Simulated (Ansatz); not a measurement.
SiC: response to strain

Take SiC (space group P6_3mc, No. 186; a = 3.094 Å, c = 10.129 Å) as the base. Axes: x lies along a and z along c of the hexagonal cell.

Strains are applied to the cell and any free atomic positions relax; under biaxial strain the out-of-plane vector relaxes too.

Computed with PBE/PAW in Ansatz (a program for electronic structure), without spin-orbit coupling.

Notes on the quantities. pressure: mean of the normal stresses, compression positive.

```tsv
case	pressure	band gap	ratio −ε⊥/ε∥
base	0.00 GPa	2.22 eV	–
biaxial strain +0.75 %, plane normal [001], relaxed out of plane	-2.81 GPa	2.24 eV	–
biaxial strain +1.50 %, plane normal [001], relaxed out of plane	-5.44 GPa	2.18 eV	0.19
biaxial strain +2.25 %, plane normal [001], relaxed out of plane	-7.90 GPa	2.09 eV	0.18
biaxial strain +3.00 %, plane normal [001], relaxed out of plane	-10.19 GPa	1.99 eV	0.18
```

Whether these cells are dynamically stable was not tested.
